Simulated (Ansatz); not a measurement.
1T (CdI2-type) GeI2 (model structure)

Calculation: HSE06-D3(BJ) (Ansatz, a program for electronic structure, plane waves, PAW).

Cell: relaxed at this level.

For 1T (CdI2-type) GeI2 (model structure), the interlayer binding energy is 20.7 meV/Å², the layer repeat distance is 6.720 Å and the gap between the layers is 3.247 Å.

Note: the relaxation could raise the start's symmetry but not lower it, so the cell can be a saddle point.

Spin–orbit coupling is not included.

Static lattice: no zero-point or thermal effects.

A model structure was made by putting elements into a prototype or built by hand; it is no filed structure, need not be a known phase, and can be a saddle point held by its symmetry.
